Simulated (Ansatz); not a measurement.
```xyz
1
Lattice="-1.6605 1.6605 1.6360 1.6605 -1.6605 1.6360 1.6605 1.6605 -1.6360" Properties=species:S:1:pos:R:3 pbc="T T T"
Nb     0.0000     0.0000     0.0000
```

The numbers are results of PBEsol with spin-orbit coupling, rigid bands (plane waves, PAW; Ansatz, a quantum-chemistry and plane-wave program), not measurements. Condition of this run: biaxial strain xx = yy = +1.5 %, z clamped with spin-orbit coupling. How the cell was made: cell and atoms relaxed with PBEsol, then loaded as said.

Q: Predict the product ρ₀λ of resistivity and mean free path that follows from the Fermi surface's area.

A: 3.9 (x), 3.9 (y), 3.9 (z) ×10⁻¹⁶ Ω·m².

Q: And the Drude plasma energy and the root-mean-square Fermi velocity at 300 K?

A: 9.1 eV; 6.2e5 m/s.

A metal at this level (no band gap); rigid bands, thermally averaged at 300 K, both spins. τ is one relaxation time for all states; the product of resistivity and mean free path takes one path for all states instead.
